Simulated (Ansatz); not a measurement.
Ansatz (a first-principles code) run on TiSb₂ (I4/mcm, 6 atoms in the cell): relaxation of cell and atoms.

Method of the run: PBEsol, default PAW files made with PBE (plane waves; Ansatz).

```
TiSb2
1.0
   -3.35146     3.35146     2.89799
    3.35146    -3.35146     2.89799
    3.35146     3.35146    -2.89799
Ti Sb
2 4
Cartesian
  0.00000   0.00000   1.44900
  0.00000   0.00000   4.34699
  2.33234   1.01911   2.89799
  1.01911   2.33234   0.00000
 -1.01911   2.33234   2.89799
  4.37057   1.01911   0.00000
```

Reference input (self-consistent single point, DFT, PBEsol, plane waves, default PAW files made with PBE): kpoints.mp_grid.grid = 5 5 5; hamiltonian.xc = pbesol; hamiltonian.pseudopotentials = {kind: paw} (the program's default PAW files); scf.occupations.method = fermi_dirac; scf.occupations.width = 0.1 eV. This run's input differs from it in these lines:

```diff
@@ -20,2 +20,4 @@
   occupations: { method: fermi_dirac, width: 0.1 }
+relax:
+  cell: {}
 output:
```

The program printed (abridged):

```
   [... SCF lines of the steps left out ...]
relax step   1: F+E_penalty+E_count = -30582.94759601 eV  Δ(F+E_penalty+E_count) = +0.000e0 eV  max|allowed force component| = 7.700e-2 eV/Å  Δτ_max = 0.0000 Å  P = -3.129 GPa  Ω = 130.204 Å³  (7 SCF iters, dr2 threshold 1.00e-7 eV, accepted)
relax step   2: F+E_penalty+E_count = -30582.92924017 eV  Δ(F+E_penalty+E_count) = +1.836e-2 eV  max|allowed force component| = 7.764e-2 eV/Å  Δτ_max = 0.0212 Å  P = +4.374 GPa  Ω = 120.826 Å³  energy of the carried Pulay correction = +2.275e-3 eV  [...]
   [... lines left out ...]
relax step   5: F+E_penalty+E_count = -30582.99559883 eV  Δ(F+E_penalty+E_count) = -1.204e-4 eV  max|allowed force component| = 1.643e-4 eV/Å  Δτ_max = 0.0022 Å  P = +0.000 GPa  Ω = 125.780 Å³  energy of the carried Pulay correction = +1.052e-3 eV  [...]
relax step   6: F+E_penalty+E_count = -30582.99448327 eV  Δ(F+E_penalty+E_count) = +1.116e-3 eV  max|allowed force component| = 1.726e-4 eV/Å  Δτ_max = 0.0000 Å  P = +0.005 GPa  Ω = 125.780 Å³  stress off target by 5.29e-3 GPa  SCF on the basis [...]
basis re-selected at this cell: Δ(F+E_penalty+E_count) = +1.116e-3 eV, ΔP = +0.004 GPa vs the last step
the relaxation is at rest under the 16 symmetry operations that the run kept from its start: a minimum is not shown …
Free energy (F): -30582.994483 eV
Internal energy: -30582.931769 eV  (E = F + TS)
E sigma→0 (E₀):  -30582.963126 eV
Entropy (-TS):   -0.062714 eV (-10.452 meV/atom)
Fermi energy:    13.947343 eV
--- Forces (eV/Å), atoms counted from 1 ---
  atom   1  Ti    -0.00000000     0.00000000     0.00000000
   [... lines left out ...]
  cell:  # Å, volume = 125.7799 Å³
   [... lines left out ...]
    - { symbol: Ti, position: [0.7500000000000001, 0.7500000000000001, 2.873274360519887e-35] }
    - { symbol: Sb, position: [0.6531900990526701, 0.84680990094733, 0.5] }
    - { symbol: Sb, position: [0.3468099009473299, 0.15319009905267011, 0.5] }
    - { symbol: Sb, position: [0.84680990094733, 0.34680990094733, 0.19361980189465977] }
    - { symbol: Sb, position: [0.15319009905267011, 0.65319009905267, 0.8063801981053401] }
```

The run converged.  The full log also holds: “iter 5 did not close the SCF: its close was put off for the readings that it lacked (scf_convergence_deferred on its scf_iter line)”. The full log also holds: “iter 4 did not close the SCF: its close was put off for the readings that it lacked (scf_convergence_deferred on its scf_iter line)”.

Summary of the result:
| Item | Value |
|---|---|
| Free energy E − TS (on the zero of these files) | -30582.9945 eV |
| Fermi level (on the code's own zero) | 13.95 eV |
| Pressure | 0.00 GPa |
| Final cell | a = 5.4924 Å, b = 5.4924 Å, c = 5.4924 Å, α = 105.75°, β = 105.75°, γ = 117.21° |
| Final volume per atom | 20.96 Å³ |
| Relaxation steps | 6 |

The starting cell comes from a database of computed structures (which also holds hypothetical and non-ambient phases and stackings), without a prior relaxation at this level. Spin polarisation is off. The relaxation keeps the symmetry of its start, so its end need not be a minimum. Ansatz's pressure includes its estimate of the finite-basis (Pulay) stress.

Cost on one core of a shared machine: roughly 50 s.

Keys are those of Ansatz 0.2.
